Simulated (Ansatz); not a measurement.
**InAs: pressure series**

The reference is InAs in the zinc blende structure (space group F-43m, No. 216; a = 6.1863 Å).

Cell and atoms are relaxed at each pressure.

Levels (all Ansatz, a program for electronic structure, PAW): PBE (420 eV, scalar-relativistic without spin-orbit coupling); PBE+SOC (420 eV, with spin-orbit coupling); r2SCAN (500 eV, no spin-orbit coupling).

Band gaps by level, all at the geometries relaxed with PBE:

```json
[
 {"case": "base", "PBE": "zero", "PBE+SOC": "zero", "r2SCAN": "zero"},
 {"case": "pressure −2 GPa", "PBE": "zero", "PBE+SOC": "zero", "r2SCAN": "zero"},
 {"case": "pressure −1 GPa", "PBE": "zero", "PBE+SOC": "zero", "r2SCAN": "zero"},
 {"case": "pressure 1.8 GPa", "PBE": "zero", "PBE+SOC": "zero", "r2SCAN": "–"},
 {"case": "pressure 4.2 GPa", "PBE": "zero", "PBE+SOC": "zero", "r2SCAN": "___"},
 {"case": "pressure 18 GPa", "PBE": "0.58 eV", "PBE+SOC": "___", "r2SCAN": "1.08 eV"},
 {"case": "pressure 30 GPa", "PBE": "0.98 eV", "PBE+SOC": "0.86 eV", "r2SCAN": "1.37 eV"},
 {"case": "pressure 60 GPa", "PBE": "0.69 eV", "PBE+SOC": "0.57 eV", "r2SCAN": "1.00 eV"}
]
```

Q: Complete the table.

A: 
- pressure 4.2 GPa, r2SCAN: 0.27 eV
- pressure 18 GPa, PBE+SOC: 0.46 eV

Single points use the geometry relaxed with PBE. The mesh was chosen for an insulator and is coarse for the gapless case. Differences between runs with and without spin-orbit coupling are approximate. Load acts through the strain it causes; cell and atoms are relaxed under it. Stability against distortions was not tested. The runs without spin-orbit coupling are not spin-polarised. Measured, InAs leaves this structure (for rock salt) near 7 GPa (temperature not stated; as listed in Datta, Sujoy, Jana, Debnarayan, arXiv (2020)). The zero or small gap of InAs can change with the level of theory.
